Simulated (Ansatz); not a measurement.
Response to strain in hypothetical cubic perovskite RbGeF3

Consider RbGeF₃ in the cubic perovskite structure (space group Pm-3m, No. 221; a = 4.424 Å; a hypothetical phase, not in the database extracts checked). Axes: x, y, z lie along the cube axes.

Strains are applied to the cell and any free atomic positions relax; under biaxial strain the out-of-plane vector relaxes too; under stress the whole cell relaxes.

Method: Kohn–Sham DFT with the r2SCAN functional, run in Ansatz (a first-principles code) with PAW and 500 eV plane waves, no spin-orbit coupling.

Notes on the quantities. energy relative to the base: free energy F.

| variant | band gap | energy relative to the base | hole mass |
|---|---|---|---|
| base | 2.06 eV | 0 meV/atom | 0.24 mₑ (at R) |
| biaxial strain −2.24 %, plane normal [111], relaxed out of plane | 1.86 eV | +3.9 meV/atom | 0.23 mₑ (at R) |
| uniaxial strain ε_xx = −2.99 % | 1.81 eV | +5.5 meV/atom | 0.22 mₑ (at R) |
| uniaxial strain ε_xx = −0.53 % | 2.02 eV | +0.2 meV/atom | 0.24 mₑ (at R) |
| uniaxial strain ε_zz = +3.58 % | 2.03 eV | +6.3 meV/atom | – |
| tensor shear ε_yz = −3.58 % | 1.81 eV | +4.6 meV/atom | 0.24 mₑ (at R) |
| tensor shear ε_yz = +0.50 % | 2.03 eV | +0.1 meV/atom | 0.24 mₑ (at R) |
| tensor shear ε_xy = +0.81 % | 2.00 eV | +0.2 meV/atom | 0.24 mₑ (at R) |
| uniaxial stress, 2 GPa compression along z | ___ | ___ | 0.23 mₑ (at R) |

Some entries are withheld; estimate them.


- uniaxial stress, 2 GPa compression along z, band gap: 1.93 eV
- uniaxial stress, 2 GPa compression along z, energy relative to the base: +2.3 meV/atom

Masses are band curvatures over ±0.01 Å⁻¹ around the edge. Beyond what the load breaks, stability against distortions was not tested. Many cubic perovskites are stable only at high temperature; tilts and polar distortions were not tested.
